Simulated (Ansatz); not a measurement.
White tin (β-Sn): PBE at its full settings (plane-wave cutoff 520 eV, 20×20×20 k mesh, Fermi–Dirac smearing 0.05 eV, scalar-relativistic PAW data made under PBE) and at cheaper ones, in a cell of 2 atoms with Γ-centred meshes.

```json
[
 {"level and setting": "PBE (Ansatz)", "lattice constant a (Å)": "5.946", "lattice parameter c (Å)": "3.214", "bulk modulus B0 (GPa)": "47.6"},
 {"level and setting": "PBE (250 eV cutoff) (Ansatz)", "lattice constant a (Å)": "5.980", "lattice parameter c (Å)": "3.220", "bulk modulus B0 (GPa)": "55.6"},
 {"level and setting": "PBE (300 eV cutoff) (Ansatz)", "lattice constant a (Å)": "5.949", "lattice parameter c (Å)": "3.212", "bulk modulus B0 (GPa)": "48.7"},
 {"level and setting": "PBE (Γ point alone) (Ansatz)", "lattice constant a (Å)": "6.799", "lattice parameter c (Å)": "2.234", "bulk modulus B0 (GPa)": "86.4"},
 {"level and setting": "PBE (2×2×2 k mesh) (Ansatz)", "lattice constant a (Å)": "5.971", "lattice parameter c (Å)": "3.280", "bulk modulus B0 (GPa)": "52.1"},
 {"level and setting": "PBE (4×4×4 k mesh) (Ansatz)", "lattice constant a (Å)": "5.862", "lattice parameter c (Å)": "3.291", "bulk modulus B0 (GPa)": "49.1"},
 {"level and setting": "PBE (4×4×4 k mesh and 300 eV cutoff) (Ansatz)", "lattice constant a (Å)": "5.864", "lattice parameter c (Å)": "3.290", "bulk modulus B0 (GPa)": "52.6"},
 {"level and setting": "PBE (6×6×6 k mesh) (Ansatz)", "lattice constant a (Å)": "5.962", "lattice parameter c (Å)": "3.194", "bulk modulus B0 (GPa)": "46.4"},
 {"level and setting": "PBE (Fermi-Dirac smearing of 0.3 eV) (Ansatz)", "lattice constant a (Å)": "5.977", "lattice parameter c (Å)": "3.220", "bulk modulus B0 (GPa)": "44.5"}
]
```

Largest shifts from the full settings: lattice constant a +14.3 % (PBE (Γ point alone)), against a difference of +1.97 % of the full result from the reference 5.831 Å (measured, 293 K, no zero-point or thermal correction; as tabulated in Wikipedia's data pages); lattice parameter c -30 % (PBE (Γ point alone)), against a difference of +1.04 % of the full result from the reference 3.181 Å (measured, 293 K, no zero-point or thermal correction; as tabulated in Wikipedia's data pages); bulk modulus +82 % (PBE (Γ point alone)), against a difference of -16.5 % of the full result from the reference 57.0 GPa (measured, temperature not stated, no zero-point or thermal correction; as tabulated in Chen et al. (2023), arXiv:2209.05059).

Ansatz's density-functional and Hartree–Fock values are scalar-relativistic unless marked +SOC, with PAW data made under PBE.

Run with cheap settings on purpose, which may leave them unconverged: PBE (250 eV cutoff), PBE (2×2×2 k mesh), PBE (300 eV cutoff), PBE (4×4×4 k mesh and 300 eV cutoff), PBE (4×4×4 k mesh), PBE (6×6×6 k mesh), PBE (Fermi-Dirac smearing of 0.3 eV), PBE (Γ point alone).

Ansatz is a program for electronic structure.
